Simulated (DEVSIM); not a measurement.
Device: Al/SiO2/p-Si capacitor, at 300 K.

| layer (left to right) | material | thickness (nm) | Na (cm⁻³) |
|---|---|---|---|
| 1 | SiO2 | 4.50 | - |
| 2 | Si | 10000 | 3.3e15 |

Metal gate on the left, work function 4.1 eV. Fixed charge at the semiconductor interface -7e10 cm⁻² (in units of +e); interface traps 3e11 cm⁻² eV⁻¹, uniform in energy, neutral level at 0.7 of the gap above the valence band.

This is a model device: material constants are rounded textbook-type values typed into the input, and sizes, dopings and lifetimes were drawn at random. Values at 300 K.

| parameter | SiO2 | Si |
|---|---|---|
| gap (eV) | 9 | 1.124 |
| affinity (eV) | 0.9 | 4.05 |
| permittivity | 3.9 | 11.7 |
| Nc (cm⁻³) | - | 2.86e19 |
| Nv (cm⁻³) | - | 3.1e19 |

DEVSIM, 1D Poisson equation in equilibrium, Boltzmann statistics, complete ionisation; no quantum confinement or tunnelling. Metal contacts follow the ideal Schottky-Mott rule: no Fermi-level pinning, no interface dipoles.

Task: Tabulate band edges, carrier densities and field at -0.4 V on the gate.

Result: Energies count from the Fermi level of the right contact; mesh points crowd at the junctions.

| x (μm) | Ec (eV) | Ev (eV) | n (cm⁻³) | p (cm⁻³) | field (V/cm) |
|---|---|---|---|---|---|
| 0.000 | 3.600 | -5.400 | < 1e2 | < 1e2 | 71000 |
| 0.001219 | 3.609 | -5.391 | < 1e2 | < 1e2 | 71000 |
| 0.002884 | 3.621 | -5.379 | < 1e2 | < 1e2 | 71000 |
| 0.004234 | 3.630 | -5.370 | < 1e2 | < 1e2 | 71000 |
| 0.006237 | 0.485 | -0.639 | 2.0e11 | 5.8e8 | 20000 |
| 0.01010 | 0.493 | -0.631 | 1.5e11 | 7.8e8 | 19000 |
| 0.01912 | 0.510 | -0.614 | 7.6e10 | 1.5e9 | 19000 |
| 0.05162 | 0.569 | -0.555 | 7.8e9 | 1.5e10 | 17000 |
| 0.1160 | 0.670 | -0.454 | 1.6e8 | 7.3e11 | 14000 |
| 0.2662 | 0.823 | -0.301 | 430000 | 2.7e14 | 6500 |
| 0.6167 | 0.887 | -0.237 | 36000 | 3.2e15 | 100 |
| 1.945 | 0.888 | -0.236 | 35000 | 3.3e15 | ≈ 0 |
| 4.534 | 0.888 | -0.236 | 35000 | 3.3e15 | ≈ 0 |
| 7.633 | 0.888 | -0.236 | 35000 | 3.3e15 | ≈ 0 |
| 9.230 | 0.888 | -0.236 | 35000 | 3.3e15 | ≈ 0 |
| 9.673 | 0.888 | -0.236 | 35000 | 3.3e15 | ≈ 0 |
| 9.863 | 0.888 | -0.236 | 35000 | 3.3e15 | ≈ 0 |
| 9.945 | 0.888 | -0.236 | 35000 | 3.3e15 | ≈ 0 |
| 9.986 | 0.888 | -0.236 | 35000 | 3.3e15 | ≈ 0 |
| 9.997 | 0.888 | -0.236 | 35000 | 3.3e15 | ≈ 0 |
| 10.00 | 0.888 | -0.236 | 35000 | 3.3e15 | ≈ 0 |
| 10.01 | 0.888 | -0.236 | 35000 | 3.3e15 | ≈ 0 |
